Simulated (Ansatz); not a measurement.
**A computed series for Sc: response to strain**

Base system: Sc in the hcp (Mg type) structure (space group P6_3/mmc, No. 194; a = 3.275 Å, c = 5.105 Å; relaxed with 0.1 eV smearing). Axes: x lies along a and z along c of the hexagonal cell.

Strains are applied to the cell and any free atomic positions relax.

Calculations: PBEsol (Ansatz, a program for electronic structure), no spin-orbit coupling.

Notes on the quantities. energy relative to the base: free energy F.

| change | energy relative to the base | shortest interatomic distance |
|---|---|---|
| base | 0 meV/atom | 317.7 pm |
| tensor shear ε_xz = +2.00 % | +3.8 meV/atom | 312.6 pm |
| tensor shear ε_xz = +0.57 % | +0.3 meV/atom | 316.2 pm |
| tensor shear ε_xz = +0.29 % | +0.1 meV/atom | [?] |
| tensor shear ε_xz = +1.43 % | +1.9 meV/atom | 313.9 pm |
| tensor shear ε_xz = +1.71 % | +2.8 meV/atom | 313.3 pm |
| tensor shear ε_xz = +0.86 % | +0.7 meV/atom | 315.4 pm |
| tensor shear ε_xz = +1.14 % | +1.2 meV/atom | 314.7 pm |

**Question.** Some entries are withheld; estimate them.

**Answer.** 
- tensor shear ε_xz = +0.29 %, shortest interatomic distance: 316.9 pm

No phonon test of stability was made. The final runs are not spin-polarised.
